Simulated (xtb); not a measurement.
xtb 6.7.1, GFN1-xTB: C[C](C)S, charge 0, multiplicity 2, 11 atoms. The geometry is a generated start, not checked to be a minimum at this level.

```yaml
run_flags: --grad
method: GFN1-xTB
"--acc": 1 (default)
"--etemp (K)": 300 (default)
basis_functions: 36
valence_electrons: 25
```

```xyz
11

C      1.4093    -0.3929     0.0197
C      0.1029     0.3055     0.1280
C     -1.1736    -0.4513     0.0352
S      0.1006     1.9980    -0.2809
H      1.6146    -0.7329    -1.0035
H      1.4177    -1.2729     0.6636
H      2.2206     0.2706     0.3156
H     -1.9652     0.0450     0.6022
H     -1.5259    -0.5469    -0.9991
H     -1.0375    -1.4548     0.4348
H     -1.1637     2.2327     0.0843
```

Charge 0 and multiplicity 2 are set for this test and not shown to be the ground state. GFN-xTB has no spin term: --uhf 1 sets the occupations alone.

One run each on 1 thread. Values of broydamp tried: 0.02, 0.05, 0.1, 0.2, 0.4 (default), 0.6, 0.8, 1.

Task: Predict the course of the SCC iterations along this series.

Result: Fewest SCC iterations, within one of each other: 0.2 with 10, 0.4 (default) with 9, 0.6 with 9, 0.8 with 10, 1 with 10. The count rises to 16 at 0.02. All converge to one solution.

| broydamp | SCC iterations | end |
|---|---|---|
| 0.02 | 16 | same solution |
| 0.05 | 14 | same solution |
| 0.1 | 13 | same solution |
| 0.2 | 10 | same solution |
| 0.4 (default) | 9 | same solution |
| 0.6 | 9 | same solution |
| 0.8 | 10 | same solution |
| 1 | 10 | same solution |
